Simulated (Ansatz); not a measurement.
Adsorption energy and surface dipole of F on the 1x1 (10-10) surface of wurtzite ZnO (cut with top plane O + Zn), one in a 2x1 cell, started at the site 'over O at depth 0.9 Å', worked from the runs' numbers; total energies count from the potentials' own zero.

Host crystal: wurtzite ZnO, with a band gap (PBE, scalar-relativistic without spin-orbit coupling).

These are PBE (plane waves to 420 eV, PAW; Ansatz, a program for electronic structure) values and carry that method's errors.

Slab: 33 atoms, 9.4 Å thick at the start under the adsorbate (thin: gaps and levels are the slab's own); k 3x4x1, smearing 0.01 eV, dipole-corrected; 16 atoms held, the rest relaxed; symmetry of the start imposed; spin-polarised, ending with about 0.5 μB a cell, a value that depends on the mesh; orders that need a larger cell were not tried, no spin-orbit, no U, no dispersion correction. The slab shows no gap over 0.04 eV on its mesh. At the end it is bonded to 2 Zn. In PBE it is, or lies within 0.03 eV of, the lowest of the starts that converged.

| quantity | value |
|---|---|
| slab with the adsorbate | -62993.018 eV |
| clean slab, same cell and mesh | -62185.886 eV |
| reference, ½ F2(g) | -805.593 eV |
| area of the cell | 34.72 Å² |
| change of the step from the bottom to the top vacuum level | 1.515 eV |

**Question.** What is the adsorption energy against this reference?

**Answer.** E(slab + adsorbate) − E(slab) − E(reference) = -1.54 eV, so in this state the adsorbate is more stable than in the reference, at a coverage of 2.88 a nm².

**Question.** What dipole does adsorption add to the slab along the outward normal (Helmholtz relation, ε₀ = 0.005526 e/(V·Å))?

**Answer.** p = −ε₀·A·ΔV = -0.291 e·Å = -1.40 D; its negative end points to the vacuum, which raises the vacuum level.
